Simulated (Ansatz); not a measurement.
What electrons 2.0×10^21 cm⁻³ does to MgS

Consider MgS in the rock salt structure (space group Fm-3m, No. 225; a = 5.2297 Å).

Perturbation: 0.0715 electrons added to each cell, a density of 2.0×10^21 cm⁻³, with a uniform compensating background at fixed cell and a 300 K Fermi–Dirac width.

All numbers come from Kohn–Sham DFT with the PBE functional, run in Ansatz (a quantum-chemistry and plane-wave program) with PAW and 420 eV plane waves, no spin-orbit coupling. k-mesh 25×25×25 (Γ-centred); smearing 0.0259 eV (Fermi–Dirac).

The gap between the host's bands is nearly the same (2.76 eV against 2.75 eV) and the gap character stays indirect, Γ → X. The valley order (the lowest conduction-band minima on the path, energy above the VBM, named in the base's zone) goes from X along ⟨100⟩ 2.76 eV; Γ 3.60 eV to X along ⟨100⟩ 2.75 eV; Γ 3.59 eV and the Fermi level relative to the doped band's edge (positive inside the band; to 0.05 eV) comes out as +0.65 eV.

Charged cell with a jellium background: band edges are those of the host's band count, energies are not comparable with the neutral cell, and many-body gap narrowing is missing. No phonon test of stability was made. The base started in P3_121 and relaxed to Fm-3m at this level.
